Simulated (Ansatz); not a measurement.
**Worked example: self-consistent single point of K (P6_3/mmc, 4 atoms in the cell) in Ansatz (a program for electronic structure)**

Method: LDA (PW92), default PAW files made with PBE (plane waves; Ansatz).

Input as run:

Ansatz 0.2 input:
```yaml
# K
crystal:
  lattice:
    - [4.682686, 0.000000, 0.000000]
    - [-2.341343, 4.055325, 0.000000]
    - [0.000000, 0.000000, 15.066572]
  atoms:
    - { symbol: K, position: [0.000000, 0.000000, 0.000000] }
    - { symbol: K, position: [0.000000, 0.000000, 0.500000] }
    - { symbol: K, position: [0.333333, 0.666667, 0.250000] }
    - { symbol: K, position: [0.666667, 0.333333, 0.750000] }
kpoints:
  mp_grid: { grid: [11, 11, 3] }
hamiltonian:
  xc: lda
  pseudopotentials: { kind: paw }
scf:
  occupations: { method: cold, width: 0.136 eV }
output:
  forces: true
  eigenvalues: true
  stress: true
```

The program printed (abridged):

```
WARN the atoms were moved onto the symmetric positions of the space group found under crystal.symmetry.tolerance 1.0e-5 (fractional …
WARN basis.ecutwfc = 420 eV, the default
WARN ansatz: RAYON_NUM_THREADS=1 ignored (pool sized by the plan → 1); use --threads N
Pseudopotentials: kind: paw
Pseudopotential: K, paw, valence charge 9
Crystal: 4 atoms, lattice volume = 286.111 Å³
Basis set: ecut = 420 eV, 5613 PW (Γ)
Bands: 22, of which v1, the nominal top of the filled ones, is band 18 counted from 1 (17 counted from 0)
Symmetry: 24 space group operations
Space group: P63/mmc (ITA 194), of the structure as read, at distance tolerance 6.6e-5 Å
k-points: 32 of 363
PAW frozen core: K, regenerated for the run's functional, and the local potential with it
Initial density: superposition of atomic densities (neutral atoms: chi_scale 0, normalization atom), corrected by the library's trained network
Initial wavefunctions: pseudopotential atomic-orbital guess
Eigensolver: davidson
Functional: x = slater, c = lda
SCF iter   1: F=—  HF=-5984.961359 eV  |F-HF|=—  |Δ(HF+E_count)|=         —  Δρ=3.21e-3  dr2=9.35e-3  ethr=1.77e-3  ⟨swp⟩=6.5  Hψ=3280  notcnv=0
all-band conjugate gradients solve this SCF's bands
preconditioner: auto → Kerker (q_TF=auto, 1.931 Å⁻¹)
SCF iter   2: F=—  HF=-5984.961242 eV  |F-HF|=—  |Δ(HF+E_count)|=   1.17e-4  S|Δr|=    0.00e0  Δρ=1.76e-3  dr2=3.15e-3  ethr=2.60e-5  ⟨swp⟩=1.6  Hψ=985  notcnv=0
SCF iter   3: F=—  HF=-5984.961078 eV  |F-HF|=—  |Δ(HF+E_count)|=   1.64e-4  S|Δr|=    0.00e0  Δρ=1.49e-4  dr2=7.39e-5  ethr=8.75e-6  ⟨swp⟩=2.0  Hψ=796  notcnv=0
SCF iter   4: F=—  HF=-5984.961289 eV  |F-HF|=—  |Δ(HF+E_count)|=   2.11e-4  S|Δr|=    0.00e0  Δρ=4.62e-5  dr2=1.28e-5  ethr=2.05e-7  ⟨swp⟩=1.9  Hψ=809  notcnv=0
SCF iter   5: F=—  HF=-5984.961294 eV  |F-HF|=—  |Δ(HF+E_count)|=   4.46e-6  S|Δr|=    0.00e0  Δρ=1.43e-5  dr2=1.14e-6  ethr=3.56e-8  ⟨swp⟩=1.9  Hψ=774  notcnv=0
SCF iter   6: F=-5984.961294 eV  HF=-5984.961294 eV  |F-HF|=2.40e-8  |Δ(HF+E_count)|=   2.18e-7  S|Δr|=    0.00e0  Δρ=2.78e-6  dr2=4.82e-8  ethr=2.78e-10  ⟨swp⟩=5.2  Hψ=3227  notcnv=0
SCF 1 converged in 6 iterations: F = -5984.961294 eV  dr2 = 4.82e-8
SCF converged after 6 iterations
Stability not checked (fill_not_monotonic)
Free energy (F): -5984.961294 eV
Harris-Foulkes:  -5984.961294 eV  (|F-HF|=2.40e-8)
Internal energy: -5984.951773 eV  (E = F + TS)
E sigma→0 (E₀):  -5984.958120 eV
Entropy (-TS):   -0.009521 eV (-2.380 meV/atom)
Fermi energy:    1.706184 eV
--- Per-component energies (eV) ---
  E_band       = -570.127482
  E_kinetic    = 1006.658476
  E_local      = -3000.894531  (includes V_loc(G=0)·N_el)
  E_nonlocal   = 62.881769
  E_hartree    = 1064.344393
  E_xc         = -525.094254
  E_vxc        = -645.219159  (∫ρ·V_xc dr)
  E_paw        = -2970.854431  (= ΣΔE_a)
  E_vpaw       = -122.240411  (= ΣTr[D̂ρ^β])
  E_aug_tail   = -0.000012  (compensation charges beyond the density's cutoff)
  E_ewald      = -1623.023182
  E_core_change = 1.030000  (= ΣΔE_core)
  E_smearing   = -0.009521  (= −TS)
  E_closure    = 0.000000  (closes the sum)
  Σ components = -5984.961294   (vs F -5984.961294, Δ=0.00e0)
--- Forces (eV/Å), atoms counted from 1 ---
  atom   1  K      0.00000000     0.00000000     0.00000000
   [... zero for the other atoms too ...]
  max |Σ_I F_I| component: 3.94e-31 eV/Å
--- Stress (GPa, compression-positive) ---
       -0.423929       0.000000       0.000000
        0.000000      -0.423929       0.000000
        0.000000       0.000000      -0.302611
  P = ⅓ Tr σ = -0.3835 GPa (-3.835 kbar)
  The stress holds the Pulay correction. Without it, at fixed plane waves, as pw.x and ABINIT print it: P = -0.3853 GPa
--- Band table (eV; the first three rows and the last of 32) ---
  k-point 0: bands = ["-30.1694", "-30.1673", "-30.1667", "-30.1646", "-13.8881", "-13.8492", "-13.8483", "-13.8212", "-13.8212", "-13.8155", "-13.8155", "-13.8153", "-13.8153", "-13.8096", "-13.8096", "-13.8087", "-0.5287", "0.2187", "0.2193", [...]
  k-point 1: bands = ["-30.1691", "-30.1682", "-30.1658", "-30.1649", "-13.8829", "-13.8685", "-13.8288", "-13.8204", "-13.8204", "-13.8183", "-13.8183", "-13.8141", "-13.8125", "-13.8125", "-13.8104", "-13.8104", "-0.4430", "-0.1897", "0.7632", [...]
  k-point 2: bands = ["-30.1691", "-30.1670", "-30.1665", "-30.1644", "-13.8861", "-13.8500", "-13.8490", "-13.8254", "-13.8226", "-13.8186", "-13.8184", "-13.8166", "-13.8164", "-13.8141", "-13.8103", "-13.8095", "-0.4408", "0.3017", "0.3022", [...]
  k-point 31: bands = ["-30.1642", "-30.1642", "-30.1636", "-30.1635", "-13.8708", "-13.8700", "-13.8663", "-13.8631", "-13.8549", "-13.8534", "-13.8490", "-13.8441", "-13.8346", "-13.8296", "-13.8274", "-13.8251", "2.3494", "2.3633", "2.5329", [...]
```

The run converged in 6 iterations.

The starting cell was generated: these elements placed on a structure prototype, without a prior relaxation; it need not be a known phase or ordering of this composition. Ansatz's pressure includes its estimate of the finite-basis (Pulay) stress.
